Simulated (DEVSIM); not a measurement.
System: illuminated In0.53Ga0.47As p-on-n cell, one wavelength, at 300 K.

| layer (left to right) | material | thickness (μm) | Nd (cm⁻³) | Na (cm⁻³) | τn (s) | τp (s) | absorption coefficient (cm⁻¹) |
|---|---|---|---|---|---|---|---|
| 1 | In0.53Ga0.47As | 0.340 | - | 8.4e17 | 7.8e-10 | 1.2e-9 | 25000 |
| 2 | In0.53Ga0.47As | 3.50 | 2.5e15 | - | 1.2e-9 | 1.2e-9 | 25000 |

Left contact: ohmic, minority electron recombination velocity 400 cm/s. Right contact: ohmic, minority hole recombination velocity 60 cm/s. Voltage is applied to the left contact. Recombination: SRH at mid-gap, radiative, Auger. Light enters at the left, 2.7e17 photons cm⁻² s⁻¹, one pass, no reflection. Mobility is μmin + (μ − μmin)/(1 + (N/Nref)^α).

Constants are typed, rounded textbook-type inputs, not results; the design itself was drawn at random and stands for no fabricated device. Values at 300 K.

| parameter | In0.53Ga0.47As |
|---|---|
| gap (eV) | 0.74 |
| affinity (eV) | 4.51 |
| permittivity | 13.9 |
| Nc (cm⁻³) | 2.1e17 |
| Nv (cm⁻³) | 7.7e18 |
| μn (cm²/Vs) | 12000 |
| μp (cm²/Vs) | 300 |
| μn,min | 300 |
| μp,min | 10 |
| Nref,n | 1.3e17 |
| Nref,p | 4.9e17 |
| αn | 0.48 |
| αp | 0.4 |
| B (cm³/s) | 9.6e-11 |
| Cn (cm⁶/s) | 5e-29 |
| Cp (cm⁶/s) | 5e-29 |

Model (solved in DEVSIM): 1D drift-diffusion, Boltzmann statistics, complete ionisation; no tunnelling, impact ionisation, image-force lowering or self-heating.

The photon flux was swept, all else fixed.

| photon flux (cm^-2 s^-1) | fill factor | largest power (mW/cm²) | short-circuit current (mA/cm²) | open-circuit voltage (V) |
|---|---|---|---|---|
| 8.1e15 | 0.34 | 0.0272 | 1.24 | 0.065 |
| 2.7e16 | 0.40 | 0.187 | 4.14 | 0.112 |
| 8.1e16 | 0.48 | 0.930 | 12.4 | 0.158 |
| 2.7e17 | 0.54 | 4.62 | 41.4 | 0.205 |
| 8.1e17 | 0.60 | 18.2 | 124 | 0.246 |
| 2.7e18 | 0.64 | 76.4 | 414 | 0.287 |
| 8.1e18 | ? | 271 | ? | ? |

Task: What belongs in the gaps?

Result: 
- 8.1e18, fill factor: 0.67
- 8.1e18, short-circuit current (mA/cm²): 1240
- 8.1e18, open-circuit voltage (V): 0.323
